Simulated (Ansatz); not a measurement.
For Cu3Sb (Pmmn, No. 59; structure not from a measured cell), LDA in Ansatz (PAW) gives:

```
Quantity                             Value
---------------------------  -------------
equilibrium volume per atom  13.93 Å³/atom
formation enthalpy           0.088 eV/atom
```

Task: What does r²SCAN+rVV10 (PAW; Ansatz, an electronic-structure program) give for the same quantities?

Result: 
- equilibrium volume per atom: 14.41 Å³/atom (increases by 3.4 %)
- formation enthalpy: 0.093 eV/atom (grows by 0.005 eV/atom)

Changes are worked out from the printed values.

Unless a cell is named, each level is at its own relaxed cell (LDA 13.93, r²SCAN+rVV10 14.41 Å³/atom).

Levels without +SOC leave out spin–orbit coupling, which shifts energies and cells of such heavy elements.

Caveats: the relaxation could not lower the start's symmetry, so the cell can be a saddle point above a distorted one (LDA, r²SCAN+rVV10). Ansatz's density-functional and Hartree–Fock values are scalar-relativistic unless marked +SOC, with PAW data made under PBE.
